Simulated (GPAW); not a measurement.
**Input and output of a self-consistent single point for Yb (Fm-3m, 1 atom in the cell) (GPAW)**

Method of the run: PBE, GPAW PAW datasets PBE (gpaw-data 1.0.1) (plane waves; GPAW).

Input:

```python
from ase import Atoms
from ase.units import GPa
from gpaw import GPAW

atoms = Atoms(['Yb'],
              cell=[[0.000000, 2.753700, 2.753700],
                    [2.753700, 0.000000, 2.753700],
                    [2.753700, 2.753700, 0.000000]],
              scaled_positions=[[0.000000, 0.000000, 0.000000]],
              pbc=True)

calc = GPAW(mode={'name': 'pw', 'ecut': 850},
            xc='PBE',
            kpts=(5, 5, 5),
            occupations={'name': 'fermi-dirac', 'width': 0.1},
            nbands=-7,
            symmetry={'symmorphic': False, 'tolerance': 0.0005},
            maxiter=120)

atoms.calc = calc

energy = atoms.get_potential_energy()
print('Energy (eV):', round(energy, 6))
forces = atoms.get_forces()
print('Forces (eV/Ang):')
print(forces.round(5))
stress = atoms.get_stress()
print('Stress (GPa, Voigt):', (stress / GPa).round(4))
```

Output (repeated stretches shortened):

```
Input parameters:
  kpts: [5 5 5]
  maxiter: 120
  mode: {ecut: 850,
         name: pw}
  nbands: -7
  occupations: {name: fermi-dirac,
                width: 0.1}
  symmetry: {symmorphic: False,
             tolerance: 0.0005}
  xc: PBE

species:
  Yb:
    name: Ytterbium
    Z: 70.0
    valence: 24
    core: 46
    charge: 0.0
    file: Yb.PBE.gz

    # Using partial waves for Yb as LCAO basis

Reference energy: -382585.272641  # eV

Spin-paired calculation

Convergence criteria:
 Maximum [total energy] change in last 3 cyles: 0.0005 eV / valence electron
 Maximum integral of absolute [dens]ity change: 0.0001 electrons / valence electron
 Maximum integral of absolute [eigenst]ate change: 4e-08 eV^2 / valence electron
 Maximum number of scf [iter]ations: 120

Symmetries present (total): 48
Symmetries with fractional translations: 0
125 k-points: 5 x 5 x 5 Monkhorst-Pack grid
10 k-points in the irreducible part of the Brillouin zone
       k-points in crystal coordinates                weights
   0:     0.00000000    0.00000000    0.00000000          1/125
   1:     0.20000000    0.20000000    0.00000000          6/125
   2:     0.20000000    0.20000000    0.20000000          8/125
   [... 7 lines left out ...]

Wave functions: Plane wave expansion
  Cutoff energy: 850.000 eV
  Number of coefficients (min, max): 2332, 2397
  Pulay-stress correction: 0.000000 eV/Ang^3 (de/decut=0.000000)

Occupation numbers: Fermi-Dirac:
  width: 0.1000  # eV

Eigensolver

Densities:
  Coarse grid: 27*27*27 grid
  Fine grid: 54*54*54 grid
  Total Charge: 0.000000

Density mixing:
  Method: separate
  Backend: pulay
  Linear mixing parameter: 0.05
  old densities: 5
  Damping of long wavelength oscillations: 50

Hamiltonian:
  XC and Coulomb potentials evaluated on a 54*54*54 grid
  External potential:
    NoExternalPotential

XC parameters: PBE with 2 nearest neighbor stencil

Number of atoms: 1
Number of atomic orbitals: 20
Number of bands in calculation: 19
Number of valence electrons: 24
Bands to converge: occupied

Density initialized from atomic densities
  19 bands from LCAO basis set

Atomic positions and initial magnetic moments

Positions:
   0 Yb     0.000000    0.000000    0.000000    ( 0.0000,  0.0000,  0.0000)

Unit cell:
           periodic     x           y           z      points  spacing
  1. axis:    yes    0.000000    2.753700    2.753700    27     0.1178
  2. axis:    yes    2.753700    0.000000    2.753700    27     0.1178
  3. axis:    yes    2.753700    2.753700    0.000000    27     0.1178

  Lengths:   3.894320   3.894320   3.894320
  Angles:   60.000000  60.000000  60.000000

Effective grid spacing dv^(1/3) = 0.1285

     iter     time        total  log10-change:
                         energy   eigst   dens
iter:   1 --:--:--    -4.748123
iter:   2 --:--:--    -1.459562   -0.60  -0.92
iter:   3 --:--:--    -1.359796   -2.85  -1.77
iter:   4 --:--:--    -6.090407   -0.54  -1.81
iter:   5 --:--:--    -1.212340   -0.70  -0.86
iter:   6 --:--:--    -1.220176   -2.17  -2.32
iter:   7 --:--:--    -1.196039   -3.38  -2.29
iter:   8 --:--:--    -1.201125   -4.51  -2.61
iter:   9 --:--:--    -1.210511   -3.94  -2.51
iter:  10 --:--:--    -1.194265   -3.44  -2.43
iter:  11 --:--:--    -1.191440   -4.29  -3.25
iter:  12 --:--:--    -1.198706c  -4.26  -3.33
iter:  13 --:--:--    -1.195460c  -4.96  -2.91
iter:  14 --:--:--    -1.191872c  -4.69  -3.15
iter:  15 --:--:--    -1.192162c  -6.98  -4.39c
iter:  16 --:--:--    -1.192058c  -7.54c -4.49c

Converged after 16 iterations.

Dipole moment: (-0.000000, 0.000000, 0.000000) |e|*Ang

Energy contributions relative to reference atoms: (reference = -382585.272641)

Kinetic:        -25.331685
Potential:      +23.803065
External:        +0.000000
XC:              +0.135797
Entropy (-ST):   -0.088057
Local:           +0.244794
SIC:             +0.000000
--------------------------
Free energy:     -1.236087
Extrapolated:    -1.192058

Showing only first 2 kpts
 Kpt  Band  Eigenvalues  Occupancy
  0    10      4.82685    1.97571
  0    11      4.82685    1.97571
  0    12      8.01530    0.00000
  0    13      8.01530    0.00000

  1    10      4.79987    1.98140
  1    11      4.80151    1.98110
  1    12      6.94060    0.00000
  1    13      8.35054    0.00000

Fermi level: 5.26671

Gap: 0.449 eV
Transition (v -> c):
  (s=0, k=6, n=11, [0.40, 0.40, -0.20]) -> (s=0, k=5, n=12, [0.40, 0.40, -0.40])
Direct/indirect transitions are different
Direct gap: 0.567 eV
Transition at: (s=0, k=5, n=11, [0.40, 0.40, -0.40])
Energy (eV): -1.192058

Forces in eV/Ang:
  0 Yb    0.00000    0.00000    0.00000

Stress tensor:
     0.013185     0.000000    -0.000000
     0.000000     0.013185    -0.000000
    -0.000000    -0.000000     0.013185
Stress (GPa, Voigt): [ 2.1124  2.1124  2.1124 -0.     -0.      0.    ]
```

The run converged in 16 iterations. GPAW prints stress with tension positive.

The starting cell has typed, rounded lattice constants, without a prior relaxation at this level. Its lattice was rescaled by up to half a per cent. Spin-orbit coupling is off. Spin polarisation is off. The log's line on a gap gives a spacing of levels on this mesh, which the program prints for metals too.
